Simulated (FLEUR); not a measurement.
# Short convergence ladders for MgB₂ (P6mm, 3 atoms in the cell)

```xyz
3
Lattice="1.5527 -2.6894 0.0000 1.5527 2.6894 0.0000 0.0000 0.0000 3.5376" Properties=species:S:1:pos:R:3 pbc="T T T"
Mg     0.0000     0.0000     0.0500
B      1.5527     0.8965     1.7688
B      1.5527    -0.8965     1.7688
```

Base method: FLEUR with PBEsol, all-electron FLAPW (FLEUR), scalar-relativistic valence.

Base settings: Kmax = 3.8 1/bohr; GmaxXC = 15.2 1/bohr; xcFunctional = PBEs; jspins = 1; l_soc = F; mode = hist; fermiSmearingEnergy = 0.00367493 Htr; mesh (inpgen div1-3) = 6 6 4; inpgen gamma flag = true; Gmax = 15.2 1/bohr.

Core times come from one kind of shared machine, to one figure; runs under 30 s give none.

**Shifted k-point meshes**

In this ladder: kpt_gamma = false.

Only quantities that move along the ladder and can be compared are tabulated.

| kpt_div | free energy less the last step's (meV/atom) | largest difference of a force vector from the last step's (eV/Å) | core time / last (rough) |
|---|---|---|---|
| 2 2 2 | -265.11 | 0.045 | – |
| 8 8 6 | 0.50 | 0.001 | 0.05 |
| 16 16 12 | 0.14 | 0.000 | 0.3 |
| 24 24 18 | -0.01 | 0.000 | 0.8 |
| 26 26 20 | 0.00 | 0.000 | 1 |

Coarsest kpt_div that holds the forces within 0.01 eV/Å of the last step, with all finer ones: 8 8 6, at about 0.05 of the last step's time; the step before is off by 0.045 eV/Å.

Coarsest kpt_div that holds the free energy within 5 meV/atom of the last step, with all finer ones: 8 8 6, at about 0.05 of the last step's time; the step before is off by 270 meV/atom.

**The k-point mesh at a smearing width of 0.3 eV**

In this ladder: fermiSmearingEnergy = 0.0110248 Htr. Moved along: kpt_gamma.

Only quantities that move along the ladder and can be compared are tabulated.

```tsv
kpt_div	free energy less the last step's (meV/atom)	core time / last (rough)
4 4 3	34.53	–
6 6 5	-1.11	–
9 9 7	0.28	0.3
13 13 10	0.00	0.4
20 20 15	0.00	1
```

Coarsest kpt_div that holds the free energy within 0.5 meV/atom of the last step, with all finer ones: 9 9 7, at about 0.3 of the last step's time; the step before is off by 1.1 meV/atom.

**The mesh under tetrahedron occupations**

In this ladder: mode = tetra; fermiSmearingEnergy = 0.0001 Htr.

Only quantities that move along the ladder and can be compared are tabulated.

```tsv
kpt_div	free energy less the last step's (meV/atom)	largest difference of a force vector from the last step's (eV/Å)	core time / last (rough)
5 5 4	79.45	0.019	–
8 8 6	34.00	0.006	0.1
12 12 9	14.08	0.002	0.3
18 18 14	3.21	0.001	0.5
23 23 17	0.00	0.000	1
```

Coarsest kpt_div that holds the free energy within 5 meV/atom: not settled: the last two steps still differ by 3.2 meV/atom, over half the tolerance, so the ladder does not show it.

Coarsest kpt_div that holds the forces within 0.005 eV/Å of the last step, with all finer ones: 12 12 9, at about 0.3 of the last step's time; the step before is off by 0.006 eV/Å.

On the base run: the starting cell has typed, rounded lattice constants, without a prior relaxation at this level. Its lattice was rescaled by up to half a per cent. One atom was moved a little off its site on purpose. Values depend on the basis (sphere radii, cutoffs, local orbitals), which need not be converged.
